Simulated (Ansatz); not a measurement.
## Effect of isotropic strain +3.00 % on NaF

Take NaF in the rock salt structure (space group Fm-3m, No. 225; a = 4.629 Å) as the base.

Now apply this change: the cell is scaled by 1.0300 in all directions, atoms relaxed at fixed cell.

Level of theory: PBEsol, PAW, 420 eV (Ansatz, a first-principles code; without spin-orbit coupling). Settings: 12×12×12 k-points, 0.05 eV Fermi–Dirac smearing.

The volume per atom goes up by 1.15 Å³ to 13.55 Å³ and the space group stays Fm-3m (No. 225). The shortest interatomic distance grows by 6.9 pm, from 231.5 pm to 238.4 pm and the energy goes up by 14 meV/atom. The pressure goes from zero to -3.51 GPa and the band gap decreases by 0.44 eV, from 6.20 eV to 5.76 eV. The gap character remains direct at Γ and the mean gap deformation potential ΔEg/Δln V amounts to -4.9 eV. The width of the top valence band shrinks by 0.07 eV, from 0.58 eV to 0.51 eV and the electron mass stays 0.56 mₑ (at Γ).

Final structure:

```
NaF
1.0
    0.00000     2.38397     2.38397
    2.38397     0.00000     2.38397
    2.38397     2.38397     0.00000
Na F
1 1
Cartesian
  0.00000   0.00000   0.00000
  2.38397   2.38397   2.38397
```

Masses are band curvatures over ±0.01 Å⁻¹ around the edge. Stability against distortions was not tested.
